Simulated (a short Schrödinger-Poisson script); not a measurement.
Stack: MOS inversion layer, SiO2 on p-type Ge(100), at 400 K.

```tsv
layer	material	thickness (nm)	Na (cm⁻³)
1	SiO2	1.9	-
2	Ge	340	1.5e18
```

Constants are typed, rounded textbook-type inputs, not results; the design itself was drawn at random and stands for no fabricated device. SiO2: permittivity 3.9, conduction-band edge (eV) 3.1, gap (eV) 9, electron mass (mₑ) 0.5. Ge: permittivity 16, conduction-band edge (eV) 0, gap (eV) 0.664, Nv at 300 K (cm⁻³) 6e18.

Channel valleys (confinement mass, in-plane density-of-states mass, number): L4 0.12, 0.295, 4. At the gate the conduction-band edge of layer 1 lies 3.13 eV − eVg above the Fermi level of the channel; the field vanishes at the back. Gaps are held at their typed values at every temperature. Mesh 0.03 nm at interfaces.

From a short Schrödinger-Poisson script (our own, NumPy): 1D Poisson equation in equilibrium, electrons quantum, Hartree (BenDaniel-Duke, 12 states a valley, the channel's in-plane mass for all, wave functions free to enter the dielectric), parabolic valleys, classical holes, full ionisation, no traps, pinning or gate leakage.

Q: List the lowest subbands of each valley and their electrons at Vg = 1.8 V.

A: 
| valley | subband | energy from the Fermi level (meV) | electrons (cm⁻²) | share (%) |
|---|---|---|---|---|
| L4 | 0 | -0.4 | 1.19e13 | 99.3 |
| L4 | 1 | 185.0 | 7.91e10 | 0.7 |
| L4 | 2 | 299.8 | 2.84e9 | 0.0 |

All electrons: 1.20e13 cm⁻². Only the L valleys are kept; under strong confinement the Δ valleys of Ge fill too.
